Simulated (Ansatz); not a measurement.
```
PtS
1.0
    3.39170     0.00000     0.00000
    0.00000     3.39170     0.00000
    0.00000     0.00000     5.92166
Pt S
2 2
Direct
  0.00000   0.50000   0.00000
  0.50000   0.00000   0.50000
  0.00000   0.00000   0.25000
  0.00000   0.00000   0.75000
```

No spin polarisation.

Computed with Ansatz (a first-principles code) PBEsol, without spin-orbit coupling. Γ-centred 10×10×6 mesh, Fermi–Dirac width 0.05 eV.

Problem. Predict the gap character, band gap, width of the top valence band and smallest direct gap.

Solution. 
```json
{
  "gap_character": "indirect, M → Z–R (50 % along)",
  "band_gap": "0.70 eV",
  "width_of_the_top_valence_band": "1.65 eV",
  "smallest_direct_gap": "0.79 eV"
}
```

Spin-orbit coupling, missing from the scalar runs, can matter with Pt. The cells carry an imposed strain or load. Whether these cells are dynamically stable was not tested. The cell was made from PtS (space group P4_2/mmc, No. 131) by this change: isotropic strain −2.40 %.
